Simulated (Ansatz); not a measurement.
A computed series for hypothetical P6_3/mmc HgI2: carrier doping

Base system: HgI2 (space group P6_3/mmc, No. 194; a = 4.1662 Å, c = 14.1827 Å; a hypothetical phase, not in the database extracts checked).

Carriers are added at fixed cell with a uniform background; the Fermi–Dirac width is that of 300 K.

Calculations: Ansatz (an electronic-structure program) PBE-D3(BJ), no SOC, earlier PAW set.

Notes on the quantities. Fermi level from band edge: Fermi level relative to the doped band's edge (positive inside the band; to 0.05 eV).

```json
[
 {"variant": "undoped", "Fermi level from band edge": "–", "gap between the host's bands": "0.34 eV", "largest internal atomic displacement": "–"},
 {"variant": "electrons 2.0×10^21 cm⁻³", "Fermi level from band edge": "+0.60 eV", "gap between the host's bands": "0.20 eV", "largest internal atomic displacement": "0.047 Å"},
 {"variant": "electrons 3.0×10^21 cm⁻³", "Fermi level from band edge": "+0.70 eV", "gap between the host's bands": "0.13 eV", "largest internal atomic displacement": "0.072 Å"},
 {"variant": "electrons 5.0×10^21 cm⁻³", "Fermi level from band edge": "–", "gap between the host's bands": "zero", "largest internal atomic displacement": "0.121 Å"},
 {"variant": "holes 2.0×10^21 cm⁻³", "Fermi level from band edge": "+0.10 eV", "gap between the host's bands": "0.44 eV", "largest internal atomic displacement": "–"},
 {"variant": "holes 3.0×10^21 cm⁻³", "Fermi level from band edge": "+0.15 eV", "gap between the host's bands": "0.48 eV", "largest internal atomic displacement": "0.010 Å"},
 {"variant": "holes 5.0×10^21 cm⁻³", "Fermi level from band edge": "+0.20 eV", "gap between the host's bands": "0.57 eV", "largest internal atomic displacement": "0.016 Å"}
]
```

Charged cell with a jellium background: band edges are those of the host's band count, energies are not comparable with the neutral cell, and many-body gap narrowing is missing. Spin-orbit coupling, missing from the scalar runs, can matter with Hg and I. Whether these cells are dynamically stable was not tested. The final runs are not spin-polarised.
